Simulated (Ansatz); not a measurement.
End structure of a constructed model of the (100) surface of fcc Pt, a layer of Ti in place of the second plane (bottom of the slab: a bare face, its two planes held):

```
CELL_PARAMETERS angstrom
      2.80721     0.00000     0.00000
      0.00000     2.80721     0.00000
      0.00000     0.00000    26.50000
ATOMIC_POSITIONS crystal
  Pt 0.50000 0.50000 0.30730
  Pt 0.00000 0.00000 0.38221
  Pt 0.50000 0.50000 0.45702
  Pt 0.00000 0.00000 0.53677
  Ti 0.50000 0.50000 0.60688
  Pt 0.00000 0.00000 0.67451
```

Set-up: 6 atoms, 10.2 Å thick at the start (thin: gaps and levels are the slab's own); mesh 13x13x1; 0.1 eV smearing; dipole correction on; 2 atoms held, the rest relaxed; held to the start's symmetry, so lower structures may exist; no spin, no spin-orbit, no U. It is one candidate, not shown to be the stable structure of the face.

**Question.** Estimate the work function of the top face that Ansatz (a program for electronic structure) with PBE returns for this input.

**Answer.** 4.58 eV
